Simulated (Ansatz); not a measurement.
The reference is GaAs in the zinc blende structure (space group F-43m, No. 216; a = 5.6667 Å). Axes: x, y, z lie along the cube axes.

Level of theory: r2SCAN (Ansatz, an electronic-structure program), no SOC.

Strains are applied to the cell and any free atomic positions relax; under biaxial strain the out-of-plane vector relaxes too.

One change was made to it. Results:

The energy grows by 11 meV/atom; the valley order (the lowest conduction-band minima on the path, energy above the VBM, named in the base's zone) changes from Γ 0.96 eV; L along ⟨111⟩ 1.35 eV; a point along ⟨100⟩, about 1.0 Å⁻¹ from Γ 1.72 eV to Γ 1.10 eV; L along [1-11] 1.25 eV; a point along [100], about 1.0 Å⁻¹ from Γ 1.53 eV; L along [111] 1.69 eV.

Task: Which change produced these results?
A) biaxial strain −1.67 %, plane normal [111], relaxed out of plane
B) biaxial strain −0.42 %, plane normal [111], relaxed out of plane
C) biaxial strain −2.08 %, plane normal [111], relaxed out of plane
D) biaxial strain −1.25 %, plane normal [111], relaxed out of plane

Result: C, biaxial strain −2.08 %, plane normal [111], relaxed out of plane. For comparison, the valley order in the other runs: biaxial strain −0.42 %, plane normal [111], relaxed out of plane gives Γ 1.00 eV; L along [1-11] 1.34 eV; L along [111] 1.42 eV; a point along [100], about 1.0 Å⁻¹ from Γ 1.69 eV; biaxial strain −1.67 %, plane normal [111], relaxed out of plane gives Γ 1.08 eV; L along [1-11] 1.28 eV; a point along [100], about 1.0 Å⁻¹ from Γ 1.58 eV; L along [111] 1.62 eV; biaxial strain −1.25 %, plane normal [111], relaxed out of plane gives Γ 1.06 eV; L along [1-11] 1.30 eV; L along [111] 1.55 eV; a point along [100], about 1.0 Å⁻¹ from Γ 1.62 eV.

The levels and masses belong to the bands next to the band gap. No phonon test of stability was made.
